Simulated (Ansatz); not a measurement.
Here is the system:

```xyz
2
Lattice="0.0000 2.2353 2.2353 2.2353 0.0000 2.2353 2.2353 2.2353 0.0000" Properties=species:S:1:pos:R:3 pbc="T T T"
N      3.3530     3.3530     3.3530
Ga     0.0000     0.0000     0.0000
```

No spin polarisation.

Level of theory: DFT with PBEsol, PAW potentials and a 420 eV plane-wave cutoff in Ansatz (a quantum-chemistry and plane-wave program), no spin-orbit coupling. k-mesh 13×13×13 (Γ-centred); smearing 0.05 eV (Fermi–Dirac).

Task: Predict the pressure, hole mass, space group and band gap.

Result: 
- Pressure: 3.60 GPa
- Hole mass (degenerate bands, along [100]): 0.17, 0.85, 0.85 mₑ (at Γ)
- Space group: F-43m (No. 216)
- Band gap: 1.82 eV

The cells carry an imposed strain or load. Effective masses come from finite differences of ±0.01 Å⁻¹. No phonon test of stability was made. The cell was made from GaN in the zinc blende structure (space group F-43m, No. 216) by this change: isotropic strain −0.61 %. This is not the structure that GaN has at room temperature and ambient pressure.
